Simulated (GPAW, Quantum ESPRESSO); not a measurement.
A GPAW input for a self-consistent single point of AgCl (Fm-3m, 2 atoms in the cell) (DFT PBEsol, plane waves, GPAW PAW datasets PBEsol (made by gpaw-setup)):

```python
from ase import Atoms
from ase.units import GPa
from gpaw import GPAW

atoms = Atoms(['Ag', 'Cl'],
              cell=[[0.000000, 2.772665, 2.772665],
                    [2.772665, 0.000000, 2.772665],
                    [2.772665, 2.772665, 0.000000]],
              positions=[[0.000000, 0.000000, 0.000000],
                         [2.772665, 2.772665, 2.772665]],
              pbc=True)

calc = GPAW(mode={'name': 'pw', 'ecut': 600},
            xc='PBEsol',
            kpts={'size': (10, 10, 10), 'gamma': True},
            occupations={'name': 'fermi-dirac', 'width': 0.0},
            nbands=-8,
            convergence={'bands': -6},
            symmetry={'symmorphic': False, 'tolerance': 0.0005},
            maxiter=150)

atoms.calc = calc

energy = atoms.get_potential_energy()
print('Energy (eV):', round(energy, 6))
forces = atoms.get_forces()
print('Forces (eV/Ang):')
print(forces.round(5))
stress = atoms.get_stress()
print('Stress (GPa, Voigt):', (stress / GPa).round(4))
```

Give the Quantum ESPRESSO input for the same structure, mesh, smearing and functional.

This is the input that was run; spellings and numerical settings could be chosen otherwise.

```fortran
&control
   calculation = 'scf'
   prefix = 'agcl'
   outdir = './tmp/'
   pseudo_dir = './'
   tprnfor = .true.
   tstress = .true.
/
&system
   ibrav = 2
   celldm(1) = 10.4791549707
   nat = 2
   ntyp = 2
   ecutwfc = 85
   occupations = 'fixed'
   nbnd = 15
/
&electrons
   conv_thr = 1e-10
   mixing_beta = 0.4
/
ATOMIC_SPECIES
Ag   107.8682  Ag.upf
Cl    35.4500  Cl.upf
ATOMIC_POSITIONS crystal
Ag    0.0000000000    0.0000000000    0.0000000000
Cl    0.5000000000    0.5000000000    0.5000000000
K_POINTS automatic
10 10 10  0 0 0
```

Basis, cutoffs, solver keys and any potentials are the target program's own. This input uses DFT, PBEsol, plane waves, PseudoDojo standard norm-conserving (PBESOL) pseudopotentials. Both were run: pressure -2.56 GPa in GPAW and -2.64 in Quantum ESPRESSO; gap on the mesh 0.713 eV in GPAW and 0.734 in Quantum ESPRESSO.

On GPAW: the starting cell comes from a database of computed structures (which also holds hypothetical and non-ambient phases and stackings), without a prior relaxation at this level.

On Quantum ESPRESSO: the starting cell comes from a database of computed structures (which also holds hypothetical and non-ambient phases and stackings), without a prior relaxation at this level.
